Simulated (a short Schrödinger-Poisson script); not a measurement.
## Symmetric double-gate stack, SiO2 on p-type Si(100)

Structure: symmetric double-gate stack, SiO2 on p-type Si(100), at 400 K.

```tsv
layer	material	thickness (nm)	Na (cm⁻³)
1	SiO2	2.5	-
2	Si	7	4e16
3	SiO2	2.5	-
```

The device is made up for the run: typed textbook-type constants, with dimensions and the other settings drawn at random. SiO2: permittivity 3.9, conduction-band edge (eV) 3.15, gap (eV) 9, electron mass (mₑ) 0.5. Si: permittivity 11.7, conduction-band edge (eV) 0, gap (eV) 1.124, Nv at 300 K (cm⁻³) 3.1e19.

Channel valleys (confinement mass, in-plane density-of-states mass, number): Δ2 0.916, 0.19, 2; Δ4 0.19, 0.417, 4. At the gates, both at one voltage, the conduction-band edge of layer 1 lies 3.44 eV − eVg above the Fermi level of the channel. Gaps are held at their typed values at every temperature. Mesh 0.03 nm at interfaces.

From a short Schrödinger-Poisson script (our own, NumPy): 1D Poisson equation in equilibrium, electrons quantum, Hartree (BenDaniel-Duke, 12 states a valley, the channel's in-plane mass for all, wave functions ending at the dielectric), parabolic valleys, classical holes, full ionisation, no traps, pinning or gate leakage.

```tsv
Vg (V)	electrons (cm⁻²)	C (μF/cm²)	Δ2 E0 (meV)	Δ2 E1 (meV)	Δ4 E0 (meV)	Δ4 E1 (meV)
-0.2	9.35e6	< 0.003	500.3	525.4	532.3	653.4
-0.1	1.70e8	< 0.003	400.3	425.4	432.4	553.5
0	3.08e9	0.0144	300.6	325.6	332.6	453.7
0.1	5.06e10	0.215	204.0	228.9	236.0	357.0
0.2	4.21e11	1.04	131.1	154.9	163.1	282.9
0.3	1.27e12	1.62	92.9	114.3	125.1	242.4
0.4	2.37e12	1.86	71.5	89.9	104.1	218.5
0.5	3.57e12	1.99	57.0	72.6	90.4	201.7
0.6	4.84e12	2.07	45.9	59.0	80.6	189.0
0.7	6.15e12	2.13	36.8	47.7	73.0	178.6
0.8	7.49e12	2.17	28.9	37.9	66.9	170.0
0.9	8.85e12	2.20	21.8	29.2	62.0	162.6
1	1.02e13	2.23	15.3	21.4	57.7	156.2
1.1	1.16e13	2.26	9.2	14.2	54.1	150.5
1.2	1.31e13	2.28	3.4	7.6	50.9	145.4
1.3	1.45e13	2.30	-2.2	1.4	48.1	140.8
1.4	1.59e13	2.31	-7.4	-4.5	45.6	136.6
1.5	1.74e13	2.33	-12.5	-10.1	43.3	132.7
1.6	1.88e13	2.34	-17.5	-15.4	41.2	129.1
1.7	2.03e13	2.35	-22.3	-20.5	39.3	125.8
```

Gate voltages with under 1e6 electrons/cm² are left out.

Subbands count from the Fermi level. The capacitance is that of both gates.
